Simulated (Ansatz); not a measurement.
For BSiCN (model structure, started from the AlSiCN type, R3m, No. 160, 4 atoms in the cell), LDA (PAW; Ansatz, a quantum-chemistry and plane-wave program) gives:

| Item | Value |
|---|---|
| lattice constant a | 2.813 Å |
| lattice parameter c | 13.808 Å |
| bulk modulus B0 | 280 GPa |
| cohesive energy | 7.36 eV/atom |
| band gap | 0.17 eV |

Q: What does r²SCAN (Ansatz, plane waves, PAW) give for the same quantities?

A: 
- lattice constant a: 2.830 Å (increases by 0.6 %)
- lattice parameter c: 14.023 Å (grows by 1.6 %)
- bulk modulus: 247 GPa (drops by 12 %)
- cohesive energy: 6.27 eV/atom (falls by 1.09 eV/atom)
- band gap: 0.64 eV (grows by 0.47 eV)

Changes are worked out from the printed values.

Unless a cell is named, each level is at its own relaxed cell (LDA 7.88, r²SCAN 8.10 Å³/atom).

Density-functional gaps are differences of (generalised) Kohn–Sham levels.

Caveats: the bulk modulus is −V dP/dV from two relaxed cells at ±2 % in volume (LDA, r²SCAN). Ansatz's density-functional and Hartree–Fock values are scalar-relativistic unless marked +SOC, with PAW data made under PBE.

A model structure was made by putting elements into a prototype or built by hand; it is no filed structure, need not be a known phase, and can be a saddle point held by its symmetry.
